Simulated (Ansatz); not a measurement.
Consider the energy change from cell B to cell A (net 2 O taken out, other atoms rearranged, in a slab cell with two atoms a plane). Reaction: cell B → cell A + O2 (gas). Negative: the products are lower in energy.

Cell A: a slab of composition Si30H6O13 built on Si (diamond, Fd-3m) (100), with 25 atoms on that crystal's sites, 49 atoms, square cell of 5.47 Å (29.9 Å²), symmetry P1 within 0.02 Å, 28.3 Å thick under 17 Å of vacuum, in-plane vectors held at the crystal's; planes from bottom to top: H2 | Si2H2 | Si2 × 11 | O × 2 | Si | O | Si | O2 | Si | O2 | Si | O2 | Si | O2 | SiO | H | O | H, its two faces unlike (dipole correction applied); foreign atoms: O bound to 2 Si at 1.71–1.73 Å; O bound to 2 Si at 1.70 Å; O bound to 2 Si at 1.69–1.71 Å; two times O bound to 2 Si at 1.64 Å; six times O bound to 2 Si at 1.63 Å; OH bound through O to 1 Si at 1.65 Å and others; spin state with PBE: run without spin, k-point mesh 4×4×1.
```xyz
49
Lattice="5.4700 0.0000 0.0000 0.0000 5.4700 0.0000 0.0000 0.0000 44.8641" Properties=species:S:1:pos:R:3 pbc="T T T"
Si     5.4820     5.2910     9.3801
Si     2.7467     2.5576     9.3778
Si     1.1321     1.4379    10.6667
Si     3.8635     4.1737    10.6670
Si     2.5009     5.5377    12.0346
Si     5.2359     2.8027    12.0289
Si     1.1581     4.1411    13.3969
Si     3.9013     1.4067    13.3972
Si     5.2652     5.5087    14.7692
Si     2.5292     2.7738    14.7570
Si     1.1698     1.4087    16.1302
Si     3.8842     4.1444    16.1285
Si     2.5289     5.5120    17.5122
Si     5.2607     2.7769    17.4790
Si     1.1324     4.1449    18.8593
Si     3.9233     1.4078    18.8646
Si     5.2652     5.5081    20.2727
Si     2.5192     2.7725    20.1823
Si     1.2272     1.4102    21.6011
Si     3.8138     4.1472    21.5834
Si     2.5529     5.5279    23.0733
Si     5.2500     2.7861    22.8394
Si     0.8870     4.2787    24.2607
Si     4.2253     1.2590    24.3087
O      5.2994     5.4891    24.8460
Si     2.8876     2.4682    26.0322
O      1.4791     3.0811    25.3131
O      3.3287     3.8744    26.8533
Si     2.9851    -0.0120    27.4140
O      4.3178     0.2844    28.3328
O      1.5713     5.3787    28.2451
Si     0.2342     0.0630    29.1740
O      0.3962     1.4148    30.0728
O      0.1418     4.1527    30.0347
Si     0.2056     2.7901    30.9296
O      1.5176     2.8831    31.8955
O      4.2507     2.7201    31.7171
Si     2.9418     2.7893    32.6823
O      3.0666     4.1425    33.5907
O      2.9884     1.4314    33.5830
Si     2.5914     0.0434    34.3410
O      3.4172    -0.0471    35.7700
H      3.4767     0.7843    36.2620
O      0.9663     5.6255    34.5098
H      0.4498    -0.5265    34.9609
H      1.0634     4.2357     9.1841
H      5.0852     0.2192     7.9934
H      2.3461     2.9565     7.9922
H      3.8017     1.5065     9.1800
```

Cell B: a slab of composition Si30H6O15 built on Si (diamond, Fd-3m) (100), with 25 atoms on that crystal's sites, 51 atoms, square cell of 5.47 Å (29.9 Å²), symmetry P1 within 0.02 Å, 28.8 Å thick under 17 Å of vacuum, in-plane vectors held at the crystal's; planes from bottom to top: H2 | Si2H2 | Si2 × 11 | O | O2 | Si | O2 | Si | O2 | Si | O2 | Si | O2 | Si | O2 | Si | HO2 | H, its two faces unlike (dipole correction applied); foreign atoms: O bound to 2 Si at 1.68 Å; two times O bound to 2 Si at 1.64–1.66 Å; two times O bound to 2 Si at 1.64 Å; eight times O bound to 2 Si at 1.63 Å; OH bound through O to 1 Si at 1.66 Å; OH bound through O to 1 Si at 1.63 Å and others; spin state with PBE: run without spin, k-point mesh 4×4×1.
```
CELL_PARAMETERS angstrom
      5.46999     0.00000     0.00000
      0.00000     5.46999     0.00000
      0.00000     0.00000    45.71764
ATOMIC_POSITIONS crystal
  Si 0.02256 0.96319 0.20638
  Si 0.52266 0.46334 0.20630
  Si 0.22737 0.25884 0.23451
  Si 0.72660 0.75892 0.23451
  Si 0.47752 0.00831 0.26443
  Si 0.97753 0.50828 0.26430
  Si 0.23205 0.75292 0.29423
  Si 0.73354 0.25308 0.29423
  Si 0.98276 0.00296 0.32424
  Si 0.48277 0.50298 0.32399
  Si 0.23411 0.25329 0.35400
  Si 0.73034 0.75368 0.35400
  Si 0.48217 0.00348 0.38427
  Si 0.98214 0.50347 0.38349
  Si 0.22701 0.75331 0.41376
  Si 0.73727 0.25360 0.41377
  Si 0.98209 0.00341 0.44454
  Si 0.48203 0.50344 0.44270
  Si 0.24581 0.25219 0.47349
  Si 0.71811 0.75478 0.47348
  Si 0.48198 0.00351 0.50622
  Si 0.98184 0.50345 0.50057
  Si 0.17157 0.78311 0.53220
  Si 0.79236 0.22372 0.53224
  O  0.98210 0.00347 0.54421
  O  0.70885 0.40934 0.55929
  Si 0.48166 0.50296 0.57987
  O  0.25534 0.59720 0.55921
  O  0.54448 0.74867 0.59916
  O  0.41784 0.25653 0.59898
  Si 0.48136 0.00310 0.61719
  O  0.73115 0.05027 0.63594
  O  0.23200 0.95710 0.63606
  Si 0.98115 0.00309 0.65482
  O  0.01726 0.25230 0.67400
  O  0.94430 0.75287 0.67378
  Si 0.98009 0.50304 0.69291
  O  0.22905 0.53459 0.71220
  O  0.72967 0.47230 0.71195
  Si 0.48016 0.50434 0.73117
  O  0.50994 0.75754 0.74981
  O  0.45166 0.25443 0.75041
  Si 0.47900 0.00339 0.76973
  O  0.73539 0.01813 0.78916
  H  0.71978 0.11531 0.80680
  O  0.25557 0.98085 0.79302
  H  0.08310 0.98989 0.78724
  H  0.21479 0.77022 0.20212
  H  0.95010 0.03594 0.17604
  H  0.44944 0.53625 0.17600
  H  0.71559 0.27119 0.20197
```

Reference: an isolated O2 molecule (triplet) in a box of 11 × 11 × 13 Å.

Plane-wave PAW calculations with Ansatz (an electronic-structure program), its default PAW set, cutoff 420 eV, 500 eV for r2SCAN. The structures are at rest with PBE, within the held lattices; other levels are single points on them. HSE06 runs on coarser k-point meshes, mended by the PBE difference between the two meshes. Neutral cells; Fermi-Dirac smearing of at most 0.05 eV in the solids, energies taken to zero width. The lattices are those relaxed with PBE or held as stated, so at other levels the solids can be strained, which adds to the spread. Larger cells are relaxed from a start prepared with the learned potential CHGNet, on a coarser mesh till forces fall under 0.03 eV/Å, which some starts already meet. A dispersion term (D3(BJ), or D4 for r2SCAN) was computed beside these levels and is taken off wherever the name lacks it. The PAW files were made for PBE and serve at the other functionals too. Space groups of crystals are read within 0.01 Å. Nuclei at rest; no vibrational terms. No structure search was made; lower ones may exist. Values are for these cell sizes.

Give the value at the level r2SCAN.

11.56 eV, for cell B → cell A + O2 (gas).

How does the value move with the functional?


| Method | value (eV) | less r2SCAN |
|---|---|---|
| PBE | 10.63 | -0.93 |
| HSE06 | 11.39 | -0.17 |

The levels shown span 0.93 eV, from PBE (10.63) to r2SCAN (11.56).
